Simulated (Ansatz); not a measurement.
Rock-salt TaC

Computed with HSE06 in Ansatz (plane waves, PAW).

Numerical settings: plane-wave cutoff 500 eV, 6×8×1 k mesh (along the axes of the cell as run), Fermi–Dirac smearing 0.05 eV, scalar-relativistic PAW data made under PBE.

Cell: relaxed at this level.

| Item | Result |
|---|---|
| surface energy of the (110) face | 3.57 J/m² |
| work function of the (110) face | 3.94 eV |

Note: exact exchange on metals is sensitive to the k mesh and can open a false gap; the run warned that the count of filled bands differs between k points.

The slab of 16 atoms is relaxed and unreconstructed.

Spin–orbit coupling is not included.

Static lattice: no zero-point or thermal effects.

The result took very roughly 70 core-minutes.

Ansatz is an electronic-structure program.
